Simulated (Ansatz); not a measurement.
The starting structures come from a database of crystals and need not be the phases stable at ambient conditions.

 Where the default PAW files enter, the runs use the earlier of Ansatz's two default sets.

Tunnelling through a barrier is set by its complex band structure: the current falls as exp(−2κd) with the smallest κ.

Consider the following.

```
CELL_PARAMETERS angstrom
      5.51188     0.00000     0.00000
     -2.75594     4.77343     0.00000
      2.75594     1.59114     5.19433
ATOMIC_POSITIONS crystal
  Li 0.69219 0.34610 0.96171
  Li 0.30781 0.65390 0.03829
  Li 0.87393 0.10350 0.63546
  Li 0.12607 0.89650 0.36454
  Li 0.26104 0.77043 0.63546
  Li 0.73896 0.22957 0.36454
  Li 0.59411 0.49061 0.63546
  Li 0.40589 0.50939 0.36454
  Pb 0.00000 0.00000 0.00000
  O  0.50618 0.90311 0.25200
  O  0.49382 0.09689 0.74800
  O  0.84489 0.60307 0.25200
  O  0.15511 0.39693 0.74800
  O  0.14493 0.24182 0.25200
  O  0.85507 0.75818 0.74800
```

Space group of this cell: R-3. The cell is taken as given; by PBEsol its mean pressure is 0.7 GPa.

Transport runs along the normal of the first two printed cell vectors, the (001) plane of the conventional cell.

No gap correction and no spin-orbit coupling; mid-gap values are interpolated between computed energies.

Question: State the band gap and the smallest decay constant κ at mid-gap according to PBEsol run with Ansatz (an electronic-structure program).

Answer: Gap 2.59 eV on a 8×8×8 mesh; κ = 0.285 1/Å, at the zone centre.
